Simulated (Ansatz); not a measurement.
Amorphous In₉Ga₉Zn₉O₃₇, 64 atoms at 5.84 g/cm³, one PBE-relaxed geometry, zone centre. Methods: PBE, scalar-relativistic without spin-orbit coupling (Ansatz, a program for electronic structure); r2SCAN, scalar-relativistic without spin-orbit coupling (Ansatz); HSE06, scalar-relativistic without spin-orbit coupling (Ansatz). Plane waves to 420 eV (r2SCAN 500 eV); exact exchange is cut at the cell's faces. The usual formal charges leave 2 holes over, so the level spacing at the Fermi energy parts defect or band states and needn't be the band gap. At PBE the levels at the filled edge of the gap are localised (band-tail or defect states). The higher rungs were started with moments on some atoms, which died out.

A CHGNet melt-quench gave the starting glass, which DFT then relaxed. O atoms were pushed apart under 1.9 Å during the dynamics, to hinder bonds among them. The hot cell started wider than the set density and was brought back towards it in steps. It is the lowest in DFT energy of 2 quenches. It is a model cell: composition and starting density were chosen by hand, and all elements were melted together. No dispersion term was used. Its density started from a set value of 5.84 and ended at 5.84 g/cm³. The quench (nominally 260 K/ps over its main leg) was far faster than any real one, so the model tends to hold more defects than a real film. One small periodic cell is one sample of the glass; other quenches scatter about these values. The volume was held where the preparation left it and the shape relaxed, at a PBE pressure of 1.4 GPa. Stress components on the final sampling reach 1.4 GPa.

The relaxation ran on the zone centre alone. At PBE the level spacing at the Fermi energy is 1.02 eV on a 2×2×2 Γ-centred mesh, and the spacing at the zone centre alone 1.05 eV.

### Question
What zone-centre spacing does r2SCAN give, roughly?

### Answer
1.57 eV (+0.53 eV against PBE).

### Question
What zone-centre spacing does HSE06 give, roughly?

### Answer
2.74 eV (+1.69 eV against PBE).

The highest filled and the lowest empty state spread over these numbers of atoms (participation numbers): PBE: 4.5 and 58.6; r2SCAN: 8.2 and 57.8; HSE06: 14.9 and 57.2.
